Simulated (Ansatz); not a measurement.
The structure below was relaxed with Kohn–Sham DFT with the r2SCAN functional, run in Ansatz (a first-principles code) with PAW and 500 eV plane waves, no spin-orbit coupling, earlier PAW set.

Space group P6₃/mmc (No. 194); a = 3.521 Å, b = 3.521 Å, c = 5.603 Å, α = 90.00°, β = 90.00°, γ = 120.00°

```
atom  site  symmetry       x       y       z
----  ----  --------  ------  ------  ------
Tl      2d      -6m2  0.6667  0.3333  0.2500
```

Write out a cell with all atoms.


```cif
data_Tl2
_chemical_formula_sum 'Tl2'
_space_group_name_H-M_alt 'P 1'
_space_group_IT_number 1
_cell_length_a 3.52068
_cell_length_b 3.52068
_cell_length_c 5.60263
_cell_angle_alpha 90.000
_cell_angle_beta 90.000
_cell_angle_gamma 120.000
loop_
_space_group_symop_operation_xyz
  'x, y, z'
loop_
_atom_site_label
_atom_site_type_symbol
_atom_site_fract_x
_atom_site_fract_y
_atom_site_fract_z
_atom_site_occupancy
Tl1 Tl 0.33333 0.66667 0.75000 1
Tl2 Tl 0.66667 0.33333 0.25000 1
```
This is the conventional cell.

No phonon test of stability was made. The cell was made from Ti by this change: Ti → Tl.
